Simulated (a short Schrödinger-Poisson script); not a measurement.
# Symmetric double-gate stack, SiO2 on p-type Si(100)

System: symmetric double-gate stack, SiO2 on p-type Si(100), at 77 K.

| layer | material | thickness (nm) | Na (cm⁻³) |
|---|---|---|---|
| 1 | SiO2 | 1.3 | - |
| 2 | Si | 14 | 1e17 |
| 3 | SiO2 | 1.3 | - |

Constants are typed, rounded textbook-type inputs, not results; the design itself was drawn at random and stands for no fabricated device. SiO2: permittivity 3.9, conduction-band edge (eV) 3.15, gap (eV) 9, electron mass (mₑ) 0.5. Si: permittivity 11.7, conduction-band edge (eV) 0, gap (eV) 1.124, Nv at 300 K (cm⁻³) 3.1e19.

Channel valleys (confinement mass, in-plane density-of-states mass, number): Δ2 0.916, 0.19, 2; Δ4 0.19, 0.417, 4. At the gates, both at one voltage, the conduction-band edge of layer 1 lies 3.58 eV − eVg above the Fermi level of the channel. Gaps are held at their typed values at every temperature. Mesh 0.03 nm at interfaces.

Solved with a short Schrödinger-Poisson script written for these runs: 1D Poisson equation in equilibrium, electrons quantum, Hartree (BenDaniel-Duke, 12 states a valley, the channel's in-plane mass for all, wave functions free to enter the dielectric), parabolic valleys, classical holes, full ionisation, no traps, pinning or gate leakage.

| Vg (V) | electrons (cm⁻²) | C (μF/cm²) | Δ2 E0 (meV) | Δ2 E1 (meV) | Δ4 E0 (meV) | Δ4 E1 (meV) |
|---|---|---|---|---|---|---|
| 0.35 | 4.52e6 | < 0.003 | 89.5 | 95.1 | 96.5 | 122.9 |
| 0.4 | 7.90e9 | 0.191 | 40.0 | 45.5 | 46.9 | 73.3 |
| 0.45 | 4.26e11 | 2.30 | 13.6 | 17.0 | 20.8 | 44.8 |
| 0.5 | 1.26e12 | 2.98 | 5.5 | 6.9 | 14.7 | 35.5 |
| 0.55 | 2.25e12 | 3.32 | 0.0 | 0.6 | 12.1 | 30.5 |
| 0.6 | 3.32e12 | 3.52 | -4.5 | -4.2 | 10.6 | 27.3 |
| 0.65 | 4.44e12 | 3.66 | -8.4 | -8.3 | 9.4 | 24.8 |
| 0.7 | 5.60e12 | 3.75 | -12.1 | -12.0 | 8.5 | 22.8 |
| 0.75 | 6.78e12 | 3.82 | -15.6 | -15.5 | 7.6 | 21.0 |
| 0.8 | 7.98e12 | 3.88 | -19.0 | -18.9 | 6.8 | 19.3 |
| 0.85 | 9.20e12 | 3.93 | -22.2 | -22.2 | 6.1 | 17.7 |
| 0.9 | 1.04e13 | 3.97 | -25.4 | -25.4 | 5.3 | 16.2 |
| 0.95 | 1.17e13 | 4.00 | -28.6 | -28.6 | 4.6 | 14.8 |
| 1 | 1.29e13 | 4.04 | -31.7 | -31.7 | 3.9 | 13.4 |
| 1.05 | 1.42e13 | 4.06 | -34.7 | -34.7 | 3.2 | 12.1 |
| 1.1 | 1.55e13 | 4.09 | -37.7 | -37.7 | 2.5 | 10.8 |
| 1.15 | 1.67e13 | 4.12 | -40.7 | -40.7 | 1.9 | 9.6 |

Gate voltages with under 1e6 electrons/cm² are left out.

Subbands count from the Fermi level. The capacitance is that of both gates.
